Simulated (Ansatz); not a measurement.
# A computed series for TiSi: pressure series

Consider TiSi (space group Pnma, No. 62; a = 6.456 Å, b = 3.619 Å, c = 4.965 Å; a cell from a computed database, its experimental status unchecked).

Cell and atoms are relaxed at each pressure.

Computed with PBEsol, PAW, 420 eV (Ansatz, a program for electronic structure; spin-orbit coupling left out).

Notes on the quantities. enthalpy: H = E + PV relative to the base's energy.

| case | shortest interatomic distance | enthalpy |
|---|---|---|
| base | 2.391 Å | – |
| pressure −2 GPa | 2.400 Å | -0.18 eV/atom |
| pressure −1 GPa | 2.395 Å | -0.09 eV/atom |
| pressure 0.3 GPa | 2.389 Å | +0.03 eV/atom |
| pressure 0.7 GPa | 2.388 Å | +0.06 eV/atom |
| pressure 1.5 GPa | 2.384 Å | +0.14 eV/atom |
| pressure 3 GPa | 2.378 Å | +0.27 eV/atom |
| pressure 5 GPa | 2.370 Å | +0.45 eV/atom |
| pressure 7.5 GPa | 2.360 Å | +0.66 eV/atom |
| pressure 10 GPa | … | +0.88 eV/atom |

Question: Fill in the withheld entries from the trend.

Answer: 
- pressure 10 GPa, shortest interatomic distance: 2.351 Å

Load acts through the strain it causes; cell and atoms are relaxed under it. No phonon test of stability was made. No other phases were tried under pressure. The final runs are not spin-polarised.
